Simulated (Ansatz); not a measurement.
Subject: the formation energy of Hf_W in W (bcc, Im-3m). Reaction: Hf (hcp) + 63 W (bcc) → cell A.

Cell A: a supercell of 64 sites of W (bcc, Im-3m) with Hf on a W site (8 W at 2.79 Å); spin state with PBE: run without spin, k-point mesh 4×4×4.
```yaml
crystal:
  lattice:
    - [11.02867, 0.00000, 0.00000]
    - [-3.67622, 10.39793, 0.00000]
    - [-3.67622, -5.19897, 9.00487]
  atoms:
    - { symbol: W, position: [0.00000, 0.00000, 0.00000] }
    - { symbol: W, position: [0.99951, 0.99951, 0.24996] }
    - { symbol: W, position: [0.00000, 0.00000, 0.50000] }
    - { symbol: W, position: [0.00049, 0.00049, 0.75004] }
    - { symbol: W, position: [0.99951, 0.24996, 0.99951] }
    - { symbol: W, position: [0.99919, 0.24960, 0.24960] }
    - { symbol: W, position: [0.99951, 0.24955, 0.50000] }
    - { symbol: W, position: [0.00000, 0.25000, 0.75000] }
    - { symbol: W, position: [0.00000, 0.50000, 0.00000] }
    - { symbol: W, position: [0.99951, 0.50000, 0.24955] }
    - { symbol: W, position: [0.00000, 0.50000, 0.50000] }
    - { symbol: W, position: [0.00049, 0.50000, 0.75045] }
    - { symbol: W, position: [0.00049, 0.75004, 0.00049] }
    - { symbol: W, position: [0.00000, 0.75000, 0.25000] }
    - { symbol: W, position: [0.00049, 0.75045, 0.50000] }
    - { symbol: W, position: [0.00081, 0.75040, 0.75040] }
    - { symbol: W, position: [0.24996, 0.99951, 0.99951] }
    - { symbol: W, position: [0.24960, 0.99919, 0.24960] }
    - { symbol: W, position: [0.24955, 0.99951, 0.50000] }
    - { symbol: W, position: [0.25000, 0.00000, 0.75000] }
    - { symbol: W, position: [0.24960, 0.24960, 0.99919] }
    - { symbol: W, position: [0.24659, 0.24659, 0.24659] }
    - { symbol: W, position: [0.24963, 0.24963, 0.50000] }
    - { symbol: W, position: [0.24955, 0.24955, 0.75004] }
    - { symbol: W, position: [0.24955, 0.50000, 0.99951] }
    - { symbol: W, position: [0.24963, 0.50000, 0.24963] }
    - { symbol: W, position: [0.24659, 0.50000, 0.50000] }
    - { symbol: W, position: [0.24960, 0.50000, 0.75040] }
    - { symbol: W, position: [0.25000, 0.75000, 0.00000] }
    - { symbol: W, position: [0.24955, 0.75004, 0.24955] }
    - { symbol: W, position: [0.24960, 0.75040, 0.50000] }
    - { symbol: W, position: [0.24996, 0.75045, 0.75045] }
    - { symbol: W, position: [0.50000, 0.00000, 0.00000] }
    - { symbol: W, position: [0.50000, 0.99951, 0.24955] }
    - { symbol: W, position: [0.50000, 0.00000, 0.50000] }
    - { symbol: W, position: [0.50000, 0.00049, 0.75045] }
    - { symbol: W, position: [0.50000, 0.24955, 0.99951] }
    - { symbol: W, position: [0.50000, 0.24963, 0.24963] }
    - { symbol: W, position: [0.50000, 0.24659, 0.50000] }
    - { symbol: W, position: [0.50000, 0.24960, 0.75040] }
    - { symbol: W, position: [0.50000, 0.50000, 0.00000] }
    - { symbol: W, position: [0.50000, 0.50000, 0.24659] }
    - { symbol: Hf, position: [0.50000, 0.50000, 0.50000] }
    - { symbol: W, position: [0.50000, 0.50000, 0.75341] }
    - { symbol: W, position: [0.50000, 0.75045, 0.00049] }
    - { symbol: W, position: [0.50000, 0.75040, 0.24960] }
    - { symbol: W, position: [0.50000, 0.75341, 0.50000] }
    - { symbol: W, position: [0.50000, 0.75037, 0.75037] }
    - { symbol: W, position: [0.75004, 0.00049, 0.00049] }
    - { symbol: W, position: [0.75000, 0.00000, 0.25000] }
    - { symbol: W, position: [0.75045, 0.00049, 0.50000] }
    - { symbol: W, position: [0.75040, 0.00081, 0.75040] }
    - { symbol: W, position: [0.75000, 0.25000, 0.00000] }
    - { symbol: W, position: [0.75004, 0.24955, 0.24955] }
    - { symbol: W, position: [0.75040, 0.24960, 0.50000] }
    - { symbol: W, position: [0.75045, 0.24996, 0.75045] }
    - { symbol: W, position: [0.75045, 0.50000, 0.00049] }
    - { symbol: W, position: [0.75040, 0.50000, 0.24960] }
    - { symbol: W, position: [0.75341, 0.50000, 0.50000] }
    - { symbol: W, position: [0.75037, 0.50000, 0.75037] }
    - { symbol: W, position: [0.75040, 0.75040, 0.00081] }
    - { symbol: W, position: [0.75045, 0.75045, 0.24996] }
    - { symbol: W, position: [0.75037, 0.75037, 0.50000] }
    - { symbol: W, position: [0.75341, 0.75341, 0.75341] }
```

Reference: Hf (hcp, P6₃/mmc), 2 atoms in the cell, k-point mesh 24×24×12 on the run's own vectors. Conventional cell: a = 3.2045 Å, b = 3.2045 Å, c = 5.0723 Å, α = 90.00°, β = 90.00°, γ = 120.00°.

Reference: W (bcc, Im-3m), 64 atoms in the cell, the relaxed perfect crystal repeated, atoms not moved again; spin state with PBE: run without spin, k-point mesh 4×4×4 on the run's own vectors.

Plane-wave PAW calculations with Ansatz (a first-principles code), its default PAW set, cutoff 420 eV, 500 eV for r2SCAN. The structures are at rest with PBE, within the held lattices; other levels are single points on them. Neutral cells; Fermi-Dirac smearing of at most 0.10 eV in the solids, energies taken to zero width. The lattices are those relaxed with PBE, so at other levels the solids can be strained, which adds to the spread. Larger cells are relaxed from a start prepared with the learned potential CHGNet, on a coarser mesh till forces fall under 0.03 eV/Å, which some starts already meet. A dispersion term (D3(BJ), or D4 for r2SCAN) was computed beside these levels and is taken off wherever the name lacks it. Static lattices, no vibrational contributions. Cells are local rest points, mostly with their start's symmetry. The runs are scalar-relativistic, without spin-orbit coupling. No correction for cell size. Mesh and cell size may move defect energies by 0.1 eV or more. Cell A has symmetry Im-3m within 0.02 Å and got no random move, so less symmetric positions, which may lie lower, weren't tried.

Task: Estimate the value that PBE returns for this input.

Result: -0.17 eV, for Hf (hcp) + 63 W (bcc) → cell A.

Task: What do the other levels give, and how wide is the spread?

Result: 
| Functional | value (eV) | less PBE |
|---|---|---|
| r2SCAN | -0.24 | -0.07 |

The levels shown span 0.07 eV, from r2SCAN (-0.24) to PBE (-0.17).
